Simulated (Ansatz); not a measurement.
The starting structures come from a database of crystals and need not be the phases stable at ambient conditions.

The decay constant κ of evanescent states in the gap governs leakage through a thin film.

Input:

```
Cs2PtSb2
1.0
    7.01088     0.00000     0.00000
    0.00000     8.43262     0.00000
    0.00000    -3.47147     6.81880
Cs Sb Pt
4 4 2
Direct
  0.25000   0.79386   0.39693
  0.75000   0.20614   0.60307
  0.25000   0.60476   0.80238
  0.75000   0.39524   0.19762
  0.25000   0.19206   0.91237
  0.75000   0.80794   0.08763
  0.75000   0.80794   0.72031
  0.25000   0.19206   0.27969
  0.00000   0.00000   0.00000
  0.50000   0.00000   0.00000
```

Space group of this cell: Cmcm. The cell is taken as given.

Transport runs along the normal of the first two printed cell vectors.

The gap is the functional's own, uncorrected, and κ follows it; spin-orbit coupling is left out. Mid-gap values are interpolated between the computed energies.

Q: Give the band gap and the smallest decay constant κ at mid-gap that r2SCAN (Ansatz, a first-principles code) yields.

A: Gap 1.05 eV on a 4×6×6 mesh; κ = 0.122 1/Å, at (0.000, 0.500) of the in-plane reciprocal vectors. At the zone centre, at the nearest computed energy, the slowest state has κ = 0.14 1/Å.
